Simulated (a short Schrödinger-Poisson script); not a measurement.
**Symmetric double-gate stack, Al2O3 on p-type InP**

Structure: symmetric double-gate stack, Al2O3 on p-type InP, at 300 K.

| layer | material | thickness (nm) | Na (cm⁻³) |
|---|---|---|---|
| 1 | Al2O3 | 2.1 | - |
| 2 | InP | 5 | 8e17 |
| 3 | Al2O3 | 2.1 | - |

The device is made up for the run: typed textbook-type constants, with dimensions and the other settings drawn at random. Al2O3: permittivity 9, conduction-band edge (eV) 3.03, gap (eV) 6.8, electron mass (mₑ) 0.3. InP: permittivity 12.5, conduction-band edge (eV) 0, gap (eV) 1.344, Nv at 300 K (cm⁻³) 1.1e19.

Channel valleys (confinement mass, in-plane density-of-states mass, number): Γ 0.08, 0.08, 1. At the gates, both at one voltage, the conduction-band edge of layer 1 lies 3.16 eV − eVg above the Fermi level of the channel. Gaps are held at their typed values at every temperature. Mesh 0.03 nm at interfaces.

Solved with a short Schrödinger-Poisson script written for these runs: 1D Poisson equation in equilibrium, electrons quantum, Hartree (BenDaniel-Duke, 12 states a valley, the channel's in-plane mass for all, wave functions free to enter the dielectric), parabolic valleys, classical holes, full ionisation, no traps, pinning or gate leakage.

```csv
Vg (V),electrons (cm⁻²),C (μF/cm²),Γ E0 (meV),Γ E1 (meV)
-0.1,1.02e6,< 0.003,352.8,700.2
-0.05,7.07e6,< 0.003,302.8,650.3
0,4.89e7,< 0.003,252.8,600.3
0.05,3.38e8,< 0.003,202.8,550.3
0.1,2.33e9,0.0147,152.9,500.3
0.15,1.57e10,0.0968,103.3,450.7
0.2,9.50e10,0.512,55.6,402.8
0.25,3.91e11,1.44,14.4,360.8
0.3,9.64e11,2.16,-18.6,326.2
0.35,1.70e12,2.49,-46.8,296.0
0.4,2.50e12,2.62,-73.2,267.5
0.45,3.32e12,2.67,-98.8,239.7
0.5,4.16e12,2.69,-124.1,212.2
0.55,5.00e12,2.69,-149.4,184.7
0.6,5.84e12,2.70,-174.6,157.3
0.65,6.68e12,2.71,-199.8,130.0
0.7,7.53e12,2.73,-224.9,102.7
0.75,8.39e12,2.79,-249.7,75.7
0.8,9.28e12,2.91,-274.0,49.2
0.85,1.02e13,3.12,-297.0,24.1
```

Gate voltages with under 1e6 electrons/cm² are left out.

Subbands count from the Fermi level. The capacitance is that of both gates.

Above a few 1e12 electrons/cm² a light Γ valley is non-parabolic and upper valleys begin to fill, which the model leaves out.
